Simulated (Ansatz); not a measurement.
The parent structure is AlPt (space group P2_13, No. 198; a cell from a computed database, its experimental status unchecked).

```
AlPt
1.0
    4.86836     0.00000     0.00000
    0.00000     4.86836     0.00000
    0.00000     0.00000     4.86836
Al Pt
4 4
Direct
  0.84413   0.84413   0.84413
  0.65587   0.15587   0.34413
  0.34413   0.65587   0.15587
  0.15587   0.34413   0.65587
  0.15395   0.15395   0.15395
  0.34605   0.84605   0.65395
  0.65395   0.34605   0.84605
  0.84605   0.65395   0.34605
```

Cartesian axes are those of the cell as printed.

Method: PBEsol (Ansatz, a first-principles code, PAW, scalar-relativistic without spin-orbit coupling).

For the base:

| Quantity | Result |
|---|---|
| Volume per atom | 14.42 Å³ |
| Pressure | 0.0 GPa |

Modification: compressive biaxial strain of 0.26 % in the plane normal to [110], as in epitaxy on a mismatched substrate; the out-of-plane cell vector and the atoms relax.

Predict the new volume per atom and pressure.

The volume per atom shrinks by 0.04 Å³, from 14.42 Å³ to 14.38 Å³; the pressure (mean of the normal stresses, compression positive) goes from zero to 0.5 GPa.

Without a gap, meshes like the base's 10×10×10 leave anisotropic stresses uncertain by several tenths of a GPa, and small strain energies with them. No phonon test of stability was made. The final runs are not spin-polarised.
